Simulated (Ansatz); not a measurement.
# BeS (F-43m): band-edge transport data

Input:

```
BeS
1.0
    0.00000     2.41892     2.41892
    2.41892     0.00000     2.41892
    2.41892     2.41892     0.00000
Be S
1 1
Direct
  0.00000   0.00000   0.00000
  0.75000   0.75000   0.75000
```

All values below come from r2SCAN, rigid bands (plane waves, PAW, scalar-relativistic; Ansatz, a program for electronic structure). Condition of this run: functional r2SCAN on the same cell. Geometry: cell and atoms relaxed with PBEsol.

band gap: 3.55 eV
electron conductivity mass (300 K, dilute): 0.37 mₑ
hole conductivity mass (300 K, dilute): 0.67 mₑ
effective density of states N_c (300 K): 2.0e19 cm⁻³
effective density of states N_v (300 K): 8.8e19 cm⁻³
density-of-states mass, electrons: 0.85 mₑ
density-of-states mass, holes: 2.3 mₑ
Seebeck coefficient, n-type 1e19 cm⁻³, 300 K: -275 μV/K
best n-type power factor at 300 K for τ = 10 fs (best axis; densities from 1e16 to 1e21 cm⁻³ tried, whether or not they can be reached): 8.5 μW/(cm·K²) at 1e20 cm⁻³
Seebeck coefficient, p-type 1e19 cm⁻³, 300 K: 397 μV/K
best p-type power factor at 300 K for τ = 10 fs (best axis; densities from 1e16 to 1e21 cm⁻³ tried, whether or not they can be reached): 19.8 μW/(cm·K²) at 3e20 cm⁻³

Rigid bands; masses and Seebeck coefficients take one relaxation time τ for all states and one kind of carrier; polarons and phonon drag are left out. Spin-orbit coupling is left out; where it splits the top of the valence band, N_v and the p-type Seebeck coefficient come out somewhat high without it. Geometry: cell and atoms relaxed with PBEsol.
